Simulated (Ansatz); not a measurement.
## KHCO3 (P2₁/c, No. 14)

Method: PBE0 in Ansatz (PAW).

Run with plane-wave cutoff 500 eV, 6×4×2 k mesh (along the axes of the cell as run), gaussian smearing 0.02 eV, scalar-relativistic PAW data made under PBE.

Cell: relaxed with r²SCAN: a = 3.673 Å, b = 5.621 Å, c = 15.094 Å, α = γ = 90.00°, β = 104.00°.

| Quantity | Value |
|---|---|
| band gap | 7.79 eV (on the SCF k mesh) |

Note: the cell comes from a level without a dispersion term, which matters for the spacing of layers, chains or molecules; cell and atoms aren't relaxed at this level (largest force component 0.45 eV/Å, pressure -0.5 GPa).

Ansatz is a quantum-chemistry and plane-wave program.
